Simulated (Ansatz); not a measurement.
The starting structures come from a database of crystals and need not be the phases stable at ambient conditions.

By PBEsol, the system below comes out a metal.

Here is the system:

```
InSb
1.0
    3.22401     0.00000     0.00000
    0.00000     5.97014     0.00000
    1.61200     2.98507     3.14102
In Sb
1 1
Direct
  0.40234   0.50000   0.00000
  0.84849   0.00000   0.00000
```

Space group of this cell: Imm2. The cell is strained (all lengths scaled by 1.02); by PBEsol its mean pressure is -5.0 GPa.

The current flows along the normal of the first two printed cell vectors. No spin-orbit coupling; the value is a mean over 0.1 eV about the Fermi level.

**Question.** Compute, with PBEsol run with Ansatz (a quantum-chemistry and plane-wave program), the ballistic conductance per area.

**Answer.** 0.63 × 10¹⁵ S/m² for both spins.
